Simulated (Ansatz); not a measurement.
System: interstitial Al in anatase TiO2 (charge state +3). Calculation: PBE, PAW (plane waves to 420 eV; Ansatz, a quantum-chemistry and plane-wave program).

Cell of 108 host sites held at the relaxed PBE lattice; the Γ point alone; Fermi-Dirac width 0.01 eV, spin-restricted; finite-size errors left in. Energies are static. The charge state is imposed; whether it is stable for some Fermi level was not computed. Sites that were not tried may lie lower.

Barriers: single points on a 2×2×2 k-point mesh shifted by half a step at the bands' geometries.

The step: a concerted move, in which Al travels most (a rearrangement that moves the defect's centre by under 1 Å). Atoms about the jump, Cartesian Å from the middle of the jump, before and after:

| atom | x0 | y0 | z0 | x1 | y1 | z1 |
|---|---|---|---|---|---|---|
| Al1 | 0.00 | 0.00 | -0.41 | 0.00 | 0.00 | 0.41 |
| O2 | 1.67 | 0.00 | 0.32 | 1.84 | 0.00 | 0.36 |
| O3 | -1.67 | 0.00 | 0.32 | -1.84 | 0.00 | 0.36 |
| O4 | 0.00 | -1.84 | -0.36 | 0.00 | -1.67 | -0.32 |
| O5 | 0.00 | 1.84 | -0.36 | 0.00 | 1.67 | -0.32 |
| O6 | 0.00 | 0.00 | 2.80 | 0.00 | 0.00 | 2.27 |
| O7 | 0.00 | 0.00 | -2.27 | 0.00 | 0.00 | -2.80 |
| Ti8 | -2.01 | 2.03 | 0.01 | -2.03 | 2.01 | -0.01 |
| Ti9 | -2.01 | -2.03 | 0.01 | -2.03 | -2.01 | -0.01 |
| Ti10 | 2.01 | 2.03 | 0.01 | 2.03 | 2.01 | -0.01 |
| Ti11 | 2.01 | -2.03 | 0.01 | 2.03 | -2.01 | -0.01 |
| Ti12 | -1.98 | 0.00 | 2.43 | -1.98 | 0.00 | 2.46 |
| Ti13 | 1.98 | 0.00 | 2.43 | 1.98 | 0.00 | 2.46 |
| Ti14 | 0.00 | 1.98 | -2.46 | 0.00 | 1.98 | -2.43 |
| Ti15 | 0.00 | -1.98 | -2.46 | 0.00 | -1.98 | -2.43 |

Predict the transition state.


```json
[
 {"atom": "Al1", "x": "0.00", "y": "0.00", "z": "0.00"},
 {"atom": "O2", "x": "1.73", "y": "0.00", "z": "0.38"},
 {"atom": "O3", "x": "-1.74", "y": "0.00", "z": "0.38"},
 {"atom": "O4", "x": "0.00", "y": "-1.73", "z": "-0.39"},
 {"atom": "O5", "x": "0.00", "y": "1.73", "z": "-0.39"},
 {"atom": "O6", "x": "0.00", "y": "0.00", "z": "2.78"},
 {"atom": "O7", "x": "0.00", "y": "0.00", "z": "-2.79"},
 {"atom": "Ti8", "x": "-2.03", "y": "2.03", "z": "0.00"},
 {"atom": "Ti9", "x": "-2.03", "y": "-2.03", "z": "-0.01"},
 {"atom": "Ti10", "x": "2.03", "y": "2.03", "z": "-0.01"},
 {"atom": "Ti11", "x": "2.03", "y": "-2.03", "z": "0.00"},
 {"atom": "Ti12", "x": "-1.96", "y": "0.00", "z": "2.49"},
 {"atom": "Ti13", "x": "1.95", "y": "0.00", "z": "2.49"},
 {"atom": "Ti14", "x": "0.00", "y": "1.95", "z": "-2.50"},
 {"atom": "Ti15", "x": "0.00", "y": "-1.95", "z": "-2.50"}
]
```
It lies 0.43 eV above the start and 0.43 eV above the end. The saddle point's order was not checked, and it lies on a symmetry element of the cell, where a band can be held.
